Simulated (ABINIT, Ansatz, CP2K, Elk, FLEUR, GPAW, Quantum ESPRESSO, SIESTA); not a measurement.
**MgS (Fm-3m, 2 atoms in the cell) computed with different codes at matched settings**

Self-consistent single point, at a second geometry (lattice scaled by 0.98). First geometry:

```yaml
crystal:
  lattice:
    - [0.00000, 2.58050, 2.58050]
    - [2.58050, 0.00000, 2.58050]
    - [2.58050, 2.58050, 0.00000]
  atoms:
    - { symbol: Mg, position: [0.00000, 0.00000, 0.00000] }
    - { symbol: S, position: [0.50000, 0.50000, 0.50000] }
```

Shared settings, as Ansatz (an electronic-structure program) writes them: kpoints.mp_grid.grid = 9 9 9; scf.occupations.method = fermi_dirac; scf.occupations.width = 0.0007 Ry. Potentials and cutoffs stand in the table.

```csv
code,model,ΔF from the first geometry (meV/atom),pressure (GPa),gap on the mesh (eV),cutoff
FLEUR,"PBE, all-electron FLAPW (FLEUR), scalar-relativistic valence",38.5,–,3.109,Kmax 3.5 1/bohr
Quantum ESPRESSO,"PBE, PseudoDojo standard norm-conserving (PBE) pseudopotentials",38.3,9.17,3.097,85 Ry
SIESTA,"GGA PBE, numerical atomic orbitals TZP, PseudoDojo PBE standard norm-conserving potentials (rewritten from UPF to PSML)",43.9,10.32,2.953,grid 350 Ry
Ansatz,"PBE, default PAW files",37.8,9.10,3.099,30.9 Ry
ABINIT,"PBE, norm-conserving pseudopotentials (PseudoDojo nc-sr-05 PBE standard)",38.3,9.16,3.097,42 Ha
GPAW,"PBE, GPAW PAW datasets PBE (gpaw-data 1.0.1)",37.4,9.02,3.105,800 eV
Elk,"PBE, all-electron FP-LAPW, Elk's shipped species files, LAPW+lo basis",37.2,–,2.892,rgkmax 7.5
CP2K,"PBE, GPW, DZVP-MOLOPT-SR-GTH basis, GTH-PBE potentials (GTH_POTENTIALS)",48.9,10.98,2.977,grid 1000 Ry
```

A dash marks a value that a program does not give, or that is left out as unsure.

Gaps are read on the mesh.

The spread over the programs that give each value: ΔF from the first geometry within 11.7 meV/atom; pressure within 1.96 GPa; gap on the mesh within 0.217 eV.

SIESTA and CP2K use small atom-centred bases, whose incompleteness enters pressures, forces and empty levels differently from a plane-wave cutoff. FLEUR and Elk treat all electrons, but the usual bases taken here (sphere radii, linearisation, local orbitals, empty states) were not tested for convergence, so the values are no reference for the others. Ansatz's pressure is given at a fixed set of plane waves, as the other plane-wave codes print theirs. In the pressure, SIESTA (by 1.19) and CP2K (by 1.85) lie more than 1 GPa from the median of the plane-wave programs. In the gap, SIESTA (by 0.145), Elk (by 0.205) and CP2K (by 0.121) lie more than 0.12 eV from the median of the plane-wave programs.

The starting cell has typed, rounded lattice constants, without a prior relaxation at this level. Its lattice was rescaled by a random factor within 2.5 % of one. For this run, on top of that: lattice scaled by 0.98.

Keys are those of Ansatz 0.2.
